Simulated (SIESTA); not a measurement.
## Input and output of a self-consistent single point for SnMo₆Se₈ (R-3, 15 atoms in the cell) (SIESTA)

Method: LDA PW92, numerical atomic orbitals TZP, PseudoDojo LDA standard norm-conserving potentials (rewritten from UPF to PSML) (SIESTA).

Input as run:

```
# files in the folder: Sn.psml Mo.psml Se.psml (PseudoDojo LDA standard)
SystemName  Sn(Mo3Se4)2
SystemLabel Sn(Mo3Se4)2

NumberOfAtoms                15
NumberOfSpecies              3
%block ChemicalSpeciesLabel
  1 50 Sn
  2 42 Mo
  3 34 Se
%endblock ChemicalSpeciesLabel
LatticeConstant              1.0 Ang
%block LatticeVectors
     4.831125000    2.789251000    3.995037000
    -4.831125000    2.789251000    3.995037000
     0.000000000   -5.578503000    3.995037000
%endblock LatticeVectors
AtomicCoordinatesFormat      Fractional
%block AtomicCoordinatesAndAtomicSpecies
     0.000000000    0.000000000    0.000000000  1
     0.577930000    0.440870000    0.761830000  2
     0.422070000    0.559130000    0.238170000  2
     0.761830000    0.577930000    0.440870000  2
     0.238170000    0.422070000    0.559130000  2
     0.440870000    0.761830000    0.577930000  2
     0.559130000    0.238170000    0.422070000  2
     0.759923000    0.759923000    0.759923000  3
     0.240077000    0.240077000    0.240077000  3
     0.622410000    0.877060000    0.252720000  3
     0.377590000    0.122940000    0.747280000  3
     0.252720000    0.622410000    0.877060000  3
     0.747280000    0.377590000    0.122940000  3
     0.877060000    0.252720000    0.622410000  3
     0.122940000    0.747280000    0.377590000  3
%endblock AtomicCoordinatesAndAtomicSpecies

XC.functional                LDA
XC.authors                   PW92
PAO.BasisSize                TZP
PAO.EnergyShift              0.01 Ry
MeshCutoff                   400 Ry
%block kgrid.MonkhorstPack
    4   0   0  0.0
    0   4   0  0.0
    0   0   4  0.0
%endblock kgrid.MonkhorstPack
OccupationFunction           FD
ElectronicTemperature        0.136 eV

MaxSCFIterations             150
SCF.Mixer.Method             Pulay
SCF.Mixer.Weight             0.25
SCF.Mixer.History            8
SCF.DM.Tolerance             1.0E-04
Diag.ParallelOverK           true
WriteForces                  true
Charge.Mulliken              end
```

Output, abridged:

```
reinit: Reading from file input.fdf

reinit: System Name: Sn(Mo3Se4)2
reinit: System Label: Sn(Mo3Se4)2

coor:   Atomic-coordinates input format  =     Fractional

siesta: Atomic coordinates (Bohr) and species
siesta:      0.00000   0.00000   0.00000  1        1
siesta:      1.25129  -2.66108  13.44291  2        2
siesta:     -1.25129   2.66108   9.20567  2        3
siesta:      1.67892   2.41419  13.44291  2        4
siesta:     -1.67892  -2.41419   9.20567  2        5
siesta:     -2.93021   0.24689  13.44291  2        6
siesta:      2.93021  -0.24689   9.20567  2        7
siesta:      0.00000  -0.00000  17.21117  3        8
siesta:      0.00000  -0.00000   5.43740  3        9
siesta:     -2.32483   5.23945  13.22820  3       10
siesta:      2.32483  -5.23945   9.42037  3       11
siesta:     -3.37509  -4.63309  13.22820  3       12
siesta:      3.37509   4.63309   9.42037  3       13
siesta:      5.69991  -0.60637  13.22820  3       14
siesta:     -5.69991   0.60637   9.42037  3       15

siesta: System type = bulk

initatomlists: Number of atoms, orbitals, and projectors:     15   348   270

siesta: ******************** Simulation parameters ****************************
redata: Spin configuration                          = none
redata: Time-Reversal Symmetry                      = T
redata: Number of Atomic Species                    =        3
redata: Mesh Cutoff                                 =   400.0000 Ry
redata: Net charge of the system                    =     0.0000 |e|
redata: Min. number of SCF Iter                     =        0
redata: Max. number of SCF Iter                     =      150
redata: SCF convergence failure will abort job
redata: SCF mix quantity                            = Hamiltonian
redata: Mix DM or H after convergence               =   F
redata: Recompute H after scf cycle                 =   F
redata: Mix DM in first SCF step                    =   T
redata: No kicks to SCF
   [... lines left out ...]
diag: Parallel distribution                         =     1 x     1
diag: Used triangular part                          = Lower
diag: Absolute tolerance                            =  0.100E-15
diag: Orthogonalization factor                      =  0.100E-05
diag: Memory factor                                 =  1.0000

superc: Internal auxiliary supercell:     5 x     5 x     5  =     125
superc: Number of atoms, orbitals, and projectors:   1875  43500  33750

                        Single-point calculation

superc: Internal auxiliary supercell:     5 x     5 x     5  =     125
superc: Number of atoms, orbitals, and projectors:   1875  43500  33750

outcell: Unit cell vectors (Ang):
        4.831125    2.789251    3.995037
       -4.831125    2.789251    3.995037
        0.000000   -5.578503    3.995037

outcell: Cell vector modules (Ang)   :    6.861487    6.861487    6.861488
outcell: Cell angles (23,13,12) (deg):     89.5126     89.5126     89.5126
outcell: Cell volume (Ang**3)        :    323.0041
new_DM -- step:     1
Initializing Density Matrix...

Attempting to read DM from file... Failed...
DM filled with atomic data:

InitMesh: MESH = 90 x 90 x 90 = 729000
InitMesh: Mesh cutoff (required, used) =   400.000   475.568 Ry

stepf: Fermi-Dirac step function
        iscf     Eharris(eV)        E_KS(eV)     FreeEng(eV)     dDmax    Ef(eV) dHmax(eV)
   scf:    1   -39895.722018   -39967.221533   -39967.670557  1.036834 -2.685933 14.581811
   scf:    2   -39964.681142   -39989.095105   -39989.509541  0.240609 -4.089251  9.565500
   scf:    3   -39997.487594   -39996.575073   -39996.969332  0.155848 -3.809909  2.861598
   scf:    4   -39997.744686   -39997.559079   -39997.972909  0.088095 -4.092122  0.909478
   scf:    5   -39995.889312   -39997.168653   -39997.582123  0.027717 -3.994071  1.713647
   scf:    6   -39997.916500   -39997.674954   -39998.088976  0.018673 -4.095348  0.335641
   scf:    7   -39997.685509   -39997.697610   -39998.111753  0.006392 -4.118594  0.105548
   scf:    8   -39997.700954   -39997.699601   -39998.113788  0.002679 -4.116355  0.058939
   scf:    9   -39997.699556   -39997.700086   -39998.114303  0.001013 -4.110796  0.023999
   scf:   10   -39997.700145   -39997.700169   -39998.114403  0.000309 -4.112314  0.010211
   scf:   11   -39997.700154   -39997.700163   -39998.114408  0.000281 -4.112357  0.002478
   scf:   12   -39997.700154   -39997.700159   -39998.114409  0.000041 -4.112201  0.000366
SCF Convergence by DM+H criterion
max |DM_out - DM_in|         :     0.0000406647
max |H_out - H_in|      (eV) :     0.0003659911
SCF cycle converged after 12 iterations

Using DM_out to compute the final energy and forces

siesta: E_KS(eV) =           -39997.7002

siesta: E_KS - E_eggbox =    -39997.7002

siesta: Atomic forces (eV/Ang):
     1   -0.000000    0.000000    0.000000
     2   -0.171912    0.323697   -0.287294
     3    0.171912   -0.323697    0.287294
     4   -0.194381   -0.310731   -0.287299
     5    0.194381    0.310731    0.287299
     6    0.366289   -0.012971   -0.287295
     7   -0.366289    0.012971    0.287295
     8   -0.000000   -0.000001    0.158477
     9    0.000000    0.000001   -0.158477
    10   -0.143966    0.100018    0.156260
    11    0.143966   -0.100018   -0.156260
    12   -0.014633   -0.174687    0.156264
    13    0.014633    0.174687   -0.156264
    14    0.158600    0.074664    0.156258
    15   -0.158600   -0.074664   -0.156258
   Tot    0.000000    0.000000   -0.000000
   Max    0.366289
   Res    0.193354    sqrt( Sum f_i^2 / 3N )
   Max    0.366289    constrained

Stress tensor Voigt[x,y,z,yz,xz,xy] (kbar):       58.54       58.54       50.81       -0.00       -0.00        0.00
(Free)E + p*V (eV/cell)   -40009.3970
Target enthalpy (eV/cell)   -39998.1144

siesta: Program's energy decomposition (eV):
siesta: Ebs     =     -7359.528911
siesta: Eions   =     51228.180370
siesta: Ena     =      6742.566474
siesta: Ekin    =     21993.707164
siesta: Enl     =    -10313.171299
siesta: Eso     =         0.000000
siesta: Edftu   =         0.000000
siesta: DEna    =       261.079080
siesta: DUscf   =         8.418972
siesta: DUext   =         0.000000
siesta: Ex      =     -6866.305971
siesta: Ec      =      -595.814210
siesta: Exc     =     -7462.120180
siesta: Eharris =    -39997.700154
siesta: Etot    =    -39997.700159
siesta: FreeEng =    -39998.114409

siesta: Atomic forces (eV/Ang):
siesta:      1   -0.000000    0.000000    0.000000
siesta:      2   -0.171912    0.323697   -0.287294
siesta:      3    0.171912   -0.323697    0.287294
   [... lines left out ...]
siesta: Cell volume =        323.004059 Ang**3
siesta:         -55.96425405        -54.82004794  kBar
   [... lines left out ...]
             -0.054   0.494   0.550   0.460   1.999   1.999   1.999   2.001

              1.999   0.043   0.035   0.031   0.039   0.039
  13 15.646   1.246  -0.078   0.480   0.842   0.794   0.847  -0.070  -0.049
             -0.054   0.494   0.550   0.460   1.999   1.999   1.999   2.001

              1.999   0.043   0.035   0.031   0.039   0.039
  14 15.646   1.246  -0.078   0.480   0.836   0.794   0.853  -0.013  -0.049
             -0.111   0.438   0.550   0.516   1.999   2.000   1.999   1.999

              1.999   0.040   0.037   0.031   0.037   0.042
  15 15.646   1.246  -0.078   0.480   0.836   0.794   0.853  -0.013  -0.049
             -0.111   0.438   0.550   0.516   1.999   2.000   1.999   1.999

              1.999   0.040   0.037   0.031   0.037   0.042

mulliken: Qtot =      226.000

Mulliken Atomic Populations:
Atom #   charge [q] valence [e]  Species
     1    -0.516726   14.516726  Sn
     2    -0.406987   14.406987  Mo
     3    -0.406987   14.406987  Mo
     4    -0.406991   14.406991  Mo
     5    -0.406991   14.406991  Mo
     6    -0.406989   14.406989  Mo
     7    -0.406989   14.406989  Mo
     8     0.417663   15.582337  Se
     9     0.417663   15.582337  Se
    10     0.353889   15.646111  Se
    11     0.353889   15.646111  Se
    12     0.353889   15.646111  Se
    13     0.353889   15.646111  Se
    14     0.353889   15.646111  Se
    15     0.353889   15.646111  Se
 Total    -0.000000
```

The run converged in 12 iterations.

The starting cell comes from a database of computed structures (which also holds hypothetical and non-ambient phases and stackings), without a prior relaxation at this level. Spin polarisation is off. Values carry the incompleteness of an atom-centred basis. With a pressure of about -6 GPa the cell is away from its equilibrium volume at this level.

Cost on one core of a shared machine: roughly 7 min.
